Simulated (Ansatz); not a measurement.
Where the default PAW files enter, the runs use the earlier of Ansatz's two default sets.

Inside the gap of an insulator the Bloch states are evanescent, with a wavenumber k + iκ along the transport direction.

Input:

```
CELL_PARAMETERS angstrom
      2.74235     0.00000     0.00000
      0.00000     2.74235     0.00000
      1.37118    -1.37118     1.93913
ATOMIC_POSITIONS crystal
  Li 0.00000 0.00000 0.00000
  H  0.50000 0.50000 0.00000
```

Space group of this cell: Fm-3m, rock salt. The cell was relaxed by PBE-D3(BJ); by r2SCAN its mean pressure is 4.1 GPa.

Transport runs along the normal of the first two printed cell vectors, the (001) plane of the conventional cell.

The gap is the functional's own. No spin-orbit coupling. Mid-gap values are interpolated on the energy grid.

Question: Estimate the band gap and the smallest decay constant κ at mid-gap that Ansatz (an electronic-structure program) with r2SCAN returns for this system.

Answer: Gap 3.56 eV on a 16×16×16 mesh; κ = 0.177 1/Å, at the zone centre.
